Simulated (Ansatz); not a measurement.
Relaxation of the outer planes of the (11-22) surface of hcp Be in its 1x1 cell, outermost plane spacing 0.96 Å in the ideal cut.

These are PBE (plane waves to 420 eV, PAW; Ansatz, a program for electronic structure) values and carry that method's errors.

Set-up: 22 atoms, 9.6 Å thick at the start (thin: gaps and levels are the slab's own); mesh 10x9x1; 0.1 eV smearing; dipole correction on; all atoms relaxed; symmetry of the start imposed; no spin, no spin-orbit, no U.

```
plane  atoms  bulk spacing to the next (Å)  relaxed spacing (Å)  change (%)  rumpling (Å)
-----  -----  ----------------------------  -------------------  ----------  ------------
1       2 Be                         0.955                0.783       -18.0          0.00
2       2 Be                         0.955                1.040         8.9          0.00
```
